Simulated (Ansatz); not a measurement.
**ZrCu (Pm-3m, No. 221, 2 atoms in the cell; start mp-2210)**

Level of theory: LDA (Ansatz, a program for electronic structure, plane waves, PAW).

Settings: plane-wave cutoff 520 eV, 18×18×18 k mesh, Fermi–Dirac smearing 0.05 eV, no spin polarisation, scalar-relativistic PAW data made under PBE.

Cell (relaxed at this level):

```cif
data_CuZr
_chemical_formula_sum 'Zr1 Cu1'
_space_group_name_H-M_alt 'Pm-3m'
_space_group_IT_number 221
_space_group_name_Hall '-P 4 2 3'
_cell_length_a 3.19249
_cell_length_b 3.19249
_cell_length_c 3.19249
_cell_angle_alpha 90.000
_cell_angle_beta 90.000
_cell_angle_gamma 90.000
loop_
_atom_site_label
_atom_site_type_symbol
_atom_site_symmetry_multiplicity
_atom_site_Wyckoff_symbol
_atom_site_fract_x
_atom_site_fract_y
_atom_site_fract_z
_atom_site_occupancy
Zr1 Zr 1 b 0.50000 0.50000 0.50000 1
Cu1 Cu 1 a 0.00000 0.00000 0.00000 1
```

For ZrCu (Pm-3m, No. 221, 2 atoms in the cell; start mp-2210), the bulk modulus B0 comes out as 141 GPa.

Note: the run has no spin polarisation, so it can have missed a magnetic state; the bulk modulus is −V dP/dV from two relaxed cells at ±2 % in volume; the relaxation could not lower the start's symmetry, so the cell can be a saddle point above a distorted one.

The computed numbers hold no vibrational or temperature effects.

A start named mp-… is a Materials Project structure, which need not be a measured phase.
